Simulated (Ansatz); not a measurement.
# MoRu (P-6m2, No. 187, 2 atoms in the cell; start mp-1221386)

Calculation: PBEsol (Ansatz, a quantum-chemistry and plane-wave program, plane waves, PAW).

Numerical settings: plane-wave cutoff 520 eV, 24×24×12 k mesh (along the axes of the cell as run), Fermi–Dirac smearing 0.05 eV, no spin polarisation, scalar-relativistic PAW data made under PBE.

Cell (relaxed at this level):

```cif
data_MoRu
_chemical_formula_sum 'Mo1 Ru1'
_space_group_name_H-M_alt 'P-6m2'
_space_group_IT_number 187
_space_group_name_Hall 'P -6 2'
_cell_length_a 2.74030
_cell_length_b 2.74030
_cell_length_c 4.39867
_cell_angle_alpha 90.000
_cell_angle_beta 90.000
_cell_angle_gamma 120.000
loop_
_atom_site_label
_atom_site_type_symbol
_atom_site_symmetry_multiplicity
_atom_site_Wyckoff_symbol
_atom_site_fract_x
_atom_site_fract_y
_atom_site_fract_z
_atom_site_occupancy
Mo1 Mo 1 e 0.66667 0.33333 0.00000 1
Ru1 Ru 1 d 0.33333 0.66667 0.50000 1
```

```yaml
bulk_modulus: 302 GPa
```

Note: the run has no spin polarisation, so it can have missed a magnetic state; the bulk modulus is −V dP/dV from two relaxed cells at ±2 % in volume; the relaxation could not lower the start's symmetry, so the cell can be a saddle point above a distorted one.

Computed values are for the static lattice.

Cost on a shared machine: around 2.6 core-minutes (rough).

A start named mp-… is a Materials Project structure, which need not be a measured phase.
